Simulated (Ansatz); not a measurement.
## CaO (model structure, F-43m, No. 216, 2 atoms in the cell): equilibrium lattice constant a by level of theory

No measured value is used here.

```csv
level (code),value (Å)
LDA (Ansatz),…
PBE (Ansatz),…
PBEsol (Ansatz),5.180
PBE-D3(BJ) (Ansatz),5.200
r²SCAN (Ansatz),5.213
r²SCAN+rVV10 (Ansatz),5.198
```

### Question
What belongs in the gaps?

### Answer

- LDA (Ansatz, a quantum-chemistry and plane-wave program), value (Å): 5.116
- PBE (Ansatz), value (Å): 5.244

Cutoffs differ between the levels. Ansatz's density-functional and Hartree–Fock values are scalar-relativistic unless marked +SOC, with PAW data made under PBE.

A model structure was made by putting elements into a prototype or built by hand; it is no filed structure, need not be a known phase, and can be a saddle point held by its symmetry.
